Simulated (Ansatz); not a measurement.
# Several settings converged on the (001) slab of CrBrO (cut from a parent of space group no. 59; 6 atoms in the cell)

```
CELL_PARAMETERS angstrom
      3.36944     0.00000     0.00000
      0.00000     3.96850     0.00000
      0.00000     0.00000    19.44961
ATOMIC_POSITIONS crystal
  Cr 0.00000 0.00000 0.54332
  Cr 0.50000 0.50000 0.45668
  Br 0.00000 0.50000 0.35990
  Br 0.50000 0.00000 0.64010
  O  0.50000 0.00000 0.47907
  O  0.00000 0.50000 0.52094
```
Moments meant for the start (each program seeds them in its own way; μB, in the order of the atoms Cr Cr Br Br O O): 3.0 3.0 0.0 0.0 0.0 0.0.

Base method: PBEsol+U, default PAW files made with PBE (plane waves; Ansatz, a program for electronic structure).

Base settings: basis.ecutwfc = 420 eV; kpoints.mp_grid.grid = 4 3 1; hamiltonian.xc = pbesol; hamiltonian.pseudopotentials = {kind: paw} (the program's default PAW files); hamiltonian.hubbard.sites = [{species: Cr, l: d, u_eff: 3.7}] eV; magnetization.spin_polarized = true; scf.occupations.method = fermi_dirac; scf.occupations.width = 0.02 eV.

The count of work is k-points × plane waves × bands × iterations; it is no time. Core times come from one kind of shared machine, to one figure; runs under 30 s give none.

**The vacuum**

The mesh stays at the base's, so the ladder's end is converged at best in this setting alone.

Only quantities that move along the ladder and can be compared are tabulated; the gap is left out on so coarse a mesh.

These are the values that this program gave, and no reference: magnets with a U can end in a higher state.

```tsv
vacuum between outermost atoms (Å)	free energy less the last step's (meV/atom)	largest difference of a force vector from the last step's (eV/Å)	count of work / last
3.0	-6.13	0.014	0.24
4.0	-2.49	0.018	0.27
5.0	-0.72	0.005	0.27
6.0	-0.13	0.001	0.18
7.0	-0.09	0.000	0.22
8.0	0.00	0.000	0.20
10.0	0.01	0.000	0.27
12.0	-0.04	0.000	0.26
14.0	0.01	0.000	0.29
17.0	0.00	0.000	0.41
20.0	0.01	0.000	0.47
25.0	-0.03	0.000	0.90
30.0	0.00	0.000	1.0
```

Smallest vacuum between outermost atoms (Å) that holds the forces within 0.005 eV/Å of the last step, with all finer ones: 5.0, at 0.27 of the last step's count of work; the step before is off by 0.018 eV/Å.

Smallest vacuum between outermost atoms (Å) that holds the free energy within 0.5 meV/atom of the last step, with all finer ones: 6.0, at 0.18 of the last step's count of work; the step before is off by 0.72 meV/atom.

**The k-point mesh**

Only quantities that move along the ladder and can be compared are tabulated.

These are the values that this program gave, and no reference: magnets with a U can end in a higher state.

```csv
kpoints.mp_grid.grid,free energy less the last step's (meV/atom),largest difference of a force vector from the last step's (eV/Å),gap on the mesh (eV),count of work / last,core time / last (rough)
2 2 1,88.04,0.267,1.488,0.041,–
3 2 1,53.12,0.208,1.206,0.038,–
3 3 1,14.64,0.045,1.180,0.038,–
4 3 1,8.47,0.005,1.196,0.057,–
5 4 1,1.92,0.003,1.238,0.10,–
5 5 1,0.93,0.002,1.234,0.11,–
6 5 1,0.49,0.001,1.161,0.13,0.2
7 6 1,0.14,0.000,1.152,0.18,0.2
8 7 1,0.05,0.000,1.184,0.22,0.2
10 8 1,0.04,0.000,1.148,0.33,0.3
11 10 1,0.01,0.000,1.159,0.40,0.4
13 11 1,0.01,0.000,1.148,0.43,0.4
16 13 1,0.01,0.000,1.149,0.70,0.7
18 16 1,0.00,0.000,1.155,1.0,1
```

Coarsest kpoints.mp_grid.grid that holds the free energy within 5 meV/atom of the last step, with all finer ones: 5 4 1, at 0.10 of the last step's count of work; the step before is off by 8.5 meV/atom.

Coarsest kpoints.mp_grid.grid that holds the forces within 0.01 eV/Å of the last step, with all finer ones: 4 3 1, at 0.057 of the last step's count of work; the step before is off by 0.045 eV/Å.

The gap on the mesh jumps up and down from mesh to mesh; it is no smooth measure of convergence.

**The plane-wave cutoff**

The mesh stays at the base's, so the ladder's end is converged at best in this setting alone.

Only quantities that move along the ladder and can be compared are tabulated; the gap is left out on so coarse a mesh.

These are the values that this program gave, and no reference: magnets with a U can end in a higher state.

| basis.ecutwfc | free energy less the last step's (meV/atom) | largest difference of a force vector from the last step's (eV/Å) | count of work / last |
|---|---|---|---|
| 210 eV | 3936.67 | 0.841 | 0.20 |
| 250 eV | 1278.11 | 0.552 | 0.19 |
| 295 eV | 324.01 | 0.036 | 0.21 |
| 355 eV | 38.12 | 0.015 | 0.27 |
| 420 eV | 3.51 | 0.002 | 0.36 |
| 505 eV | 0.72 | 0.000 | 0.47 |
| 630 eV | 0.23 | 0.000 | 0.65 |
| 840 eV | 0.00 | 0.000 | 1.0 |

Coarsest basis.ecutwfc that holds the free energy within 2 meV/atom of the last step, with all finer ones: 505 eV; the step before is off by 3.5 meV/atom.

Coarsest basis.ecutwfc that holds the forces within 0.01 eV/Å of the last step, with all finer ones: 420 eV, at 0.36 of the last step's count of work; the step before is off by 0.015 eV/Å.

On the base run: the starting cell comes from a database of computed structures (which also holds hypothetical and non-ambient phases and stackings), without a prior relaxation at this level. The slab is cut from that crystal, and its faces are unrelaxed. Its lattice was rescaled by up to half a per cent. The magnetic order is the one reached from the typed start; others were not searched systematically. With U or open f shells several self-consistent states can exist.

Keys are those of Ansatz 0.2.
